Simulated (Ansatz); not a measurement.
Abridged Ansatz (a first-principles code) output:

```
Relaxation: its limit of steps is 50 (relax.max_steps)
Pseudopotential: Cu, paw, valence charge 19
Crystal: 1 atoms, lattice volume = 11.161 Å³
Basis set: ecut = 420 eV, 199 PW (Γ), exchange–correlation on 36×36×36 points (8 copies of the dense FFT grid, shifted against one another)
Bands: 14, of which v1, the nominal top of the filled ones, is band 10 counted from 1 (9 counted from 0)
Symmetry: 16 space group operations
k-points: 2393 of 32768
Functional: x = slater, c = lda
SCF iter   1: F=—  HF=-6555.728467 eV  |F-HF|=—  |Δ(HF+E_count)|=         —  Δρ=2.33e-2  dr2=2.67e-2  ethr=1.77e-3  ⟨swp⟩=5.3  Hψ=168586  notcnv=0
SCF iter   2: F=—  HF=-6555.721382 eV  |F-HF|=—  |Δ(HF+E_count)|=   7.09e-3  Δρ=1.94e-3  dr2=3.37e-4  ethr=1.41e-4  ⟨swp⟩=2.7  Hψ=73026  notcnv=0  defer=360
SCF 1 converged in 6 iterations: F = -6555.721341 eV  dr2 = 3.93e-12
relax step   1: F+E_penalty+E_count = -6555.72134073 eV  Δ(F+E_penalty+E_count) = +0.000e0 eV  max|allowed force component| = 0.000e0 eV/Å  Δτ_max = 0.0000 Å  (6 SCF iters, accepted)
SCF converged after 6 iterations
Free energy (F): -6555.721341 eV
Internal energy: -6555.711867 eV  (E = F + TS)
E sigma→0 (E₀):  -6555.716604 eV
Entropy (-TS):   -0.009474 eV (-9.474 meV/atom)
Fermi energy:    17.608985 eV
--- Forces (eV/Å), atoms counted from 1 ---
  atom   1  Cu     0.00000000     0.00000000     0.00000000
--- Stress (GPa, compression-positive) ---
       -3.784232       0.000000       0.000000
        0.000000      -3.784232       0.000000
        0.000000      -0.000000      -5.500709
  P = ⅓ Tr σ = -4.3564 GPa (-43.564 kbar)
--- Relaxed structure (1 steps of the walk, 1 accepted, 0 SCFs on fresh bases) ---
  atoms:
    - { symbol: Cu, position: [0.0, 0.0, 0.0] }
```

Question: What was computed, and what are the main results?

Answer: Cu, 1 atom in the cell, with Ansatz LDA, no SOC. The last SCF converged to F = -6555.721341 eV, or -6555.7213 eV per atom, at a pressure of -4.36 GPa. The total energy compares only with runs of the same code, potentials and settings.

The cells carry an imposed strain or load. No phonon test of stability was made. All final runs are without spin polarisation. The cell was made from Cu in the fcc (Cu type) structure (space group Fm-3m, No. 225) by this change: uniaxial strain ε_zz = +2.50 %.

Keys are those of Ansatz 0.2.
